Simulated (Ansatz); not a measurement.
The parent structure is Si in the diamond structure (space group Fd-3m, No. 227; a = 5.434 Å). Axes: x, y, z lie along the cube axes.

Level of theory: plane-wave PAW DFT at the PBEsol level (Ansatz, a quantum-chemistry and plane-wave program, 420 eV), without spin-orbit coupling.

Strains are applied to the cell and any free atomic positions relax; under biaxial strain the out-of-plane vector relaxes too.

One change was made to it. Results:

The band gap shrinks by 0.10 eV (0.47 eV → 0.37 eV); the energy goes up by 0.6 meV/atom; the valence-band top at Γ (three highest levels, from the VBM) changes from 0.00, 0.00, 0.00 eV to 0.00, -0.05, -0.05 eV.

Task: Name the change that was made.
A. biaxial strain −1.29 %, plane normal [001], relaxed out of plane
B. biaxial strain −2.62 %, plane normal [001], relaxed out of plane
C. uniaxial strain ε_yy = −0.77 %

Result: C, uniaxial strain ε_yy = −0.77 %. For comparison, the band gap in the other runs: biaxial strain −1.29 %, plane normal [001], relaxed out of plane gives 0.31 eV; biaxial strain −2.62 %, plane normal [001], relaxed out of plane gives 0.15 eV.

Stability against distortions was not tested. The zero or small gap of Si under biaxial strain −2.62 %, plane normal [001], relaxed out of plane can change with the level of theory.
